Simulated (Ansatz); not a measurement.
The reference is InP in the zinc blende structure (space group F-43m, No. 216; a = 5.878 Å). Axes: x, y, z lie along the cube axes.

Level of theory: PBEsol, PAW, 420 eV (Ansatz, a first-principles code; no SOC).

The change: the cell is scaled by 1.0150 in all directions, atoms relaxed at fixed cell.

Task: Predict the stress tensor and what it implies for the stiffness.

Result: Stress of the strained cell less that of the base (GPa, compression positive):
```
  -2.69    0.00    0.00
   0.00   -2.69    0.00
   0.00    0.00   -2.69
```

Then B = −ΔP/(ΔV/V₀) with ΔV/V₀ = 0.0457 gives secant stiffness values (nonlinear terms included at this strain): B ≈ 59 GPa.

As a check, the harmonic strain energy −½ V₀ Δσ:ε is 9.6 meV/atom; the computed energy rise is 10 meV/atom.

Whether these cells are dynamically stable was not tested.
